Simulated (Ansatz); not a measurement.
The starting structures come from a database of crystals and need not be the phases stable at ambient conditions.

Evanescent states of RbSrCO₃F (P-6m2, not sure to be the ambient phase, 7 atoms a cell, 17.4 Å³ an atom, -3 GPa at this level) along the normal of (111)

Level of theory: r2SCAN (plane waves, PAW; Ansatz, an electronic-structure program).

The gap is the functional's own. No spin-orbit coupling. Mid-gap values are interpolated on the energy grid.

Energies count from the valence-band top; κ is the least over a 4×4 mesh across the current.

| E (eV) | κ (1/Å) | where |
|---|---|---|
| 0.11 | 0.217 | off Γ |
| 0.33 | 0.348 | off Γ |
| 0.55 | 0.421 | off Γ |
| 0.77 | 0.470 | off Γ |
| 0.99 | 0.502 | Γ |
| 1.21 | 0.513 | Γ |
| 1.43 | 0.517 | Γ |
| 1.65 | 0.517 | Γ |
| 1.87 | 0.514 | Γ |
| 2.09 | 0.508 | Γ |
| 2.31 | 0.498 | Γ |
| 2.53 | 0.485 | Γ |
| 2.75 | 0.470 | Γ |
| 2.97 | 0.451 | Γ |
| 3.19 | 0.428 | Γ |
| 3.41 | 0.402 | Γ |
| 3.63 | 0.371 | Γ |
| 3.85 | 0.335 | Γ |
| 4.07 | 0.291 | Γ |
| 4.29 | 0.236 | Γ |
| 4.51 | 0.158 | Γ |

**Question.** How thick must the barrier be to attenuate the transmission by 10^8 when the electrodes' Fermi level lies at 2.75 eV, and what attenuation does that film give at 2.09 eV?

**Answer.** d = 8 ln 10 / (2 × 0.470) = 19.6 Å. At 2.09 eV it gives 8 × 0.508/0.470 = 8.6 decades.
